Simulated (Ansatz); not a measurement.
1T (CdI2-type) MgI2 was calculated with PBE in Ansatz (plane waves, PAW).

Run with plane-wave cutoff 520 eV, 12×12×6 k mesh (along the axes of the cell as run), Fermi–Dirac smearing 0.01 eV, scalar-relativistic PAW data made under PBE.

Cell (relaxed at this level):

```cif
data_I2Mg
_chemical_formula_sum 'Mg1 I2'
_space_group_name_H-M_alt 'P-3m1'
_space_group_IT_number 164
_space_group_name_Hall '-P 3 2"'
_cell_length_a 4.20635
_cell_length_b 4.20635
_cell_length_c 7.81516
_cell_angle_alpha 90.000
_cell_angle_beta 90.000
_cell_angle_gamma 120.000
loop_
_atom_site_label
_atom_site_type_symbol
_atom_site_symmetry_multiplicity
_atom_site_Wyckoff_symbol
_atom_site_fract_x
_atom_site_fract_y
_atom_site_fract_z
_atom_site_occupancy
Mg1 Mg 1 a 0.00000 0.00000 0.00000 1
I1 I 2 d 0.33333 0.66667 0.21410 1
```

Q: Estimate the bulk modulus B0, band gap and smallest direct gap on the k points sampled that the calculation returns.

A: 
- bulk modulus B0: 1.83 GPa
- band gap: 3.63 eV
- smallest direct gap on the k points sampled: 3.72 eV

Note: for a layered or molecular solid the relaxed cell lies over 5 % above the published volume, where the minimum can be shallow; the cell comes from a level without a dispersion term, which matters for the spacing of layers, chains or molecules; the bulk modulus comes from volumes at which shape and atoms were relaxed.

Spin–orbit coupling is not included; with these elements it can move the gap by several tenths of an eV or more.

Static lattice: no zero-point or thermal effects.

Ansatz is an electronic-structure program.
